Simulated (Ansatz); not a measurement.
The structure below was relaxed with r2SCAN+rVV10, PAW, 500 eV (Ansatz, a first-principles code; spin-orbit coupling left out).

Space group Cmce (No. 64); a = 4.2871 Å, b = 12.3172 Å, c = 4.8366 Å, α = β = γ = 90.00°

| atom | site | symmetry | x | y | z |
|---|---|---|---|---|---|
| Sb | 8f | m.. | 0.0000 | 0.3855 | 0.4503 |

### Question
Write out a cell with all atoms.

### Answer
```cif
data_Sb8
_chemical_formula_sum 'Sb8'
_space_group_name_H-M_alt 'P 1'
_space_group_IT_number 1
_cell_length_a 4.28707
_cell_length_b 12.31719
_cell_length_c 4.83656
_cell_angle_alpha 90.000
_cell_angle_beta 90.000
_cell_angle_gamma 90.000
loop_
_space_group_symop_operation_xyz
  'x, y, z'
loop_
_atom_site_label
_atom_site_type_symbol
_atom_site_fract_x
_atom_site_fract_y
_atom_site_fract_z
_atom_site_occupancy
Sb1 Sb 0.00000 0.61446 0.54975 1
Sb2 Sb 0.50000 0.88554 0.45025 1
Sb3 Sb 0.50000 0.61446 0.95025 1
Sb4 Sb 0.00000 0.88554 0.04975 1
Sb5 Sb 0.50000 0.11446 0.54975 1
Sb6 Sb 0.00000 0.38554 0.45025 1
Sb7 Sb 0.00000 0.11446 0.95025 1
Sb8 Sb 0.50000 0.38554 0.04975 1
```
This is the conventional cell.

Whether these cells are dynamically stable was not tested. The cell was made from P by this change: P → Sb; the result is a hypothetical phase, not in the database extracts checked.
